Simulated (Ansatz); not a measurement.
Here is the system:

```yaml
crystal:
  lattice:
    - [4.00010, 0.00000, 0.00000]
    - [2.00005, 3.46419, 0.00000]
    - [2.00005, -1.15473, 3.24361]
  atoms:
    - { symbol: Zn, position: [0.00081, 0.99960, 0.99879] }
    - { symbol: Se, position: [0.49919, 0.25040, 0.75121] }
```

No spin polarisation.

Computed with PBEsol/PAW in Ansatz (a first-principles code), no SOC. Settings: 10×10×10 k-points, 0.05 eV Fermi–Dirac smearing.

Predict the in-plane stress, gap character, electron mass and space group.

The mean in-plane stress (compression positive) is -0.5 GPa. The gap character is direct at Γ. The electron mass is 0.090 mₑ (at Γ). The space group comes out as R3m (No. 160).

The cells carry an imposed strain or load. Masses are band curvatures over ±0.01 Å⁻¹ around the edge. Stability against distortions was not tested. The cell was made from ZnSe in the zinc blende structure (space group F-43m, No. 216) by this change: biaxial strain +0.42 %, plane normal [111], relaxed out of plane.
